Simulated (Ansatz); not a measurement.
We consider BP (model structure, started from the WC type, P-6m2, No. 187, 2 atoms in the cell), described by PBEsol (Ansatz, a program for electronic structure, plane waves, PAW).

Numerical settings: plane-wave cutoff 520 eV, 24×24×20 k mesh (along the axes of the cell as run), Fermi–Dirac smearing 0.05 eV, scalar-relativistic PAW data made under PBE.

Cell (relaxed at this level):

```
BP
1.0
    2.97794     0.00000     0.00000
   -1.48897     2.57897     0.00000
    0.00000     0.00000     2.65112
B P
1 1
Cartesian
  0.00000   0.00000   0.00000
  1.48897   0.85966   1.32556
```

Q: Predict the bulk modulus B0.

A: 
- bulk modulus B0 = 158 GPa

The run finds no gap.

Note: the bulk modulus is −V dP/dV from two relaxed cells at ±2 % in volume; the relaxation could raise the start's symmetry but not lower it, so the cell can be a saddle point.

Computed values are for the static lattice.

A model structure was made by putting elements into a prototype or built by hand; it is no filed structure, need not be a known phase, and can be a saddle point held by its symmetry.
